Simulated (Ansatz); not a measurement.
Take NiSi$_{2}$ (space group Fm-3m, No. 225; a = 5.444 Å; non-magnetic) as the base.

Method: PBE, PAW, 420 eV (Ansatz, a quantum-chemistry and plane-wave program; no SOC), earlier PAW set.

Base values:

```
Item                Value
---------------  --------
Volume per atom  13.45 Å³
Band gap             zero
```

The change: a hydrostatic pressure of 1.5 GPa.

Problem. What happens to the volume per atom and band gap?

Solution. The volume per atom drops by 0.134 Å³ to 13.31 Å³; the band gap remains zero.

Load acts through the strain it causes; cell and atoms are relaxed under it. Whether these cells are dynamically stable was not tested. Starting moments died away, wholly or in part, for the base; another magnetic solution may exist. All final runs are without spin polarisation.
